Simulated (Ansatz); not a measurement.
Pressure series in MgO

Start from MgO in the rock salt structure (space group Fm-3m, No. 225; a = 4.214 Å).

Cell and atoms are relaxed at each pressure.

The values are results of Ansatz (an electronic-structure program) PBEsol, no spin-orbit coupling, not measurements.

| change | band gap | shortest interatomic distance |
|---|---|---|
| base | 4.62 eV | 2.107 Å |
| pressure −2 GPa | 4.50 eV | 2.116 Å |
| pressure −1 GPa | 4.56 eV | 2.112 Å |
| pressure 0.3 GPa | 4.64 eV | 2.106 Å |
| pressure 0.7 GPa | 4.66 eV | 2.104 Å |
| pressure 1.5 GPa | 4.71 eV | 2.101 Å |
| pressure 3 GPa | 4.80 eV | 2.094 Å |
| pressure 5 GPa | 4.91 eV | 2.086 Å |
| pressure 7.5 GPa | 5.05 eV | 2.077 Å |
| pressure 10 GPa | 5.18 eV | 2.068 Å |

Load acts through the strain it causes; cell and atoms are relaxed under it. Whether these cells are dynamically stable was not tested. No other phases were tried under pressure. The base started in P3_121 and relaxed to Fm-3m at this level.
